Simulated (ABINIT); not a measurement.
Worked example: self-consistent single point of Ag2O (Pn-3m, 6 atoms in the cell) in ABINIT.

Computed with PBE, norm-conserving pseudopotentials (PseudoDojo nc-sr-05 PBE standard) (plane waves; ABINIT).

The change in words: lattice scaled by 0.98. Reference geometry:
```yaml
crystal:
  lattice:
    - [4.84352, 0.00000, 0.00000]
    - [0.00000, 4.84352, 0.00000]
    - [0.00000, 0.00000, 4.84352]
  atoms:
    - { symbol: Ag, position: [0.75000, 0.25000, 0.75000] }
    - { symbol: Ag, position: [0.25000, 0.75000, 0.75000] }
    - { symbol: Ag, position: [0.75000, 0.75000, 0.25000] }
    - { symbol: Ag, position: [0.25000, 0.25000, 0.25000] }
    - { symbol: O, position: [0.00000, 0.00000, 0.00000] }
    - { symbol: O, position: [0.50000, 0.50000, 0.50000] }
```

Reference input (self-consistent single point, DFT, PBE, plane waves, norm-conserving pseudopotentials (PseudoDojo nc-sr-05 PBE standard)): pseudos = [Ag.upf, O.upf]; ecut = 84 Ry; ixc = 11; occopt = 3; tsmear = 0.05 eV; ngkpt = 5 5 5; nshiftk = 1; shiftk = 0 0 0; potentials = PseudoDojo nc-sr-05 PBE standard; nband = 55; kptopt = 1; nstep = 60. This run's input differs from it in these lines:

```diff
@@ -3,3 +3,3 @@
 pseudos "Ag.upf, O.upf"
-acell 4.8435200000 4.8435200000 4.8435200000 Angstrom
+acell 4.7466500000 4.7466500000 4.7466500000 Angstrom
 rprim
@@ -13,8 +13,8 @@
 xcart
-         6.8646947094    2.2882315698    6.8646947094
-         2.2882315698    6.8646947094    6.8646947094
-         6.8646947094    6.8646947094    2.2882315698
-         2.2882315698    2.2882315698    2.2882315698
+         6.7274013821    2.2424671274    6.7274013821
+         2.2424671274    6.7274013821    6.7274013821
+         6.7274013821    6.7274013821    2.2424671274
+         2.2424671274    2.2424671274    2.2424671274
          0.0000000000    0.0000000000    0.0000000000
-         4.5764631396    4.5764631396    4.5764631396
+         4.4849342547    4.4849342547    4.4849342547
 ecut 84 Ry
```

Output (repeated stretches shortened):

```
--- !BeginCycle
solver: {iscf: 7, nstep: 60, nline: 4, wfoptalg: 0, }
tolerances: {tolvrs: 1.00E-12, }
...

     iter   Etot(hartree)      deltaE(h)  residm     vres2
 ETOT  1  -651.84300736295    -6.518E+02 1.850E-01 1.833E+03
 ETOT  2  -651.83473405542     8.273E-03 1.607E-02 4.634E+03
 ETOT  3  -652.98989246467    -1.155E+00 8.681E-03 8.916E+01
 ETOT  4  -653.00544783341    -1.556E-02 1.054E-02 2.743E+01
 ETOT  5  -653.00658418586    -1.136E-03 5.143E-04 1.461E+01
   [... 5 lines left out ...]
 ETOT 11  -653.00945749298    -2.888E-11 3.951E-06 7.371E-10
 ETOT 12  -653.00945749299    -1.012E-11 3.043E-06 5.110E-11
 ETOT 13  -653.00945749297     1.876E-11 1.781E-06 2.147E-12
 ETOT 14  -653.00945749297    -3.752E-12 1.381E-06 1.280E-13
 At SCF step   14       vres2   =  1.28E-13 < tolvrs=  1.00E-12 =>converged.

 Cartesian components of stress tensor (hartree/bohr^3)
  sigma(1 1)= -1.09430762E-04  sigma(3 2)=  0.00000000E+00
  sigma(2 2)= -1.09430762E-04  sigma(3 1)=  0.00000000E+00
  sigma(3 3)= -1.09430762E-04  sigma(2 1)=  0.00000000E+00

 ----iterations are completed or convergence reached----

 reduced coordinates (array xred) for    6 atoms
       0.749999998906      0.249999998906      0.749999998906
       0.249999998906      0.749999998906      0.749999998906
       0.749999998906      0.749999998906      0.249999998906
       0.249999998906      0.249999998906      0.249999998906
      -0.000000001094     -0.000000001094     -0.000000001094
       0.499999998906      0.499999998906      0.499999998906
 cartesian forces (eV/Angstrom) at end:
   [... lines left out ...]
 Fermi (or HOMO) energy (hartree) =   0.22520   Average Vxc (hartree)=  -0.39547
   [... lines left out ...]
total_energy        : -6.53009457492971E+02
total_energy_eV     : -1.77692910120516E+04
band_energy         : -6.45096712215303E+01
...

-Cartesian components of stress tensor (GPa)         [Pressure=  3.2196E+00 GPa]
- sigma(1 1)= -3.21956362E+00  sigma(3 2)=  0.00000000E+00
- sigma(2 2)= -3.21956362E+00  sigma(3 1)=  0.00000000E+00
- sigma(3 3)= -3.21956362E+00  sigma(2 1)=  0.00000000E+00

 Calculation completed.
```

The run converged in 14 iterations. Against the reference run the free energy goes up by 6.1 meV/atom and the pressure goes from -1.30 to 3.22 GPa.

The starting cell has typed, rounded lattice constants, without a prior relaxation at this level. Its lattice was rescaled by a random factor within 2.5 % of one. For this run, on top of that: lattice scaled by 0.98. With a pressure of about 3 GPa the cell is away from its equilibrium volume at this level. The run gives no clean gap (levels at the Fermi energy touch, overlap or are partly filled at this smearing), which alone does not show that the compound is a metal.

Cost on one core of a shared machine: roughly 5 min.
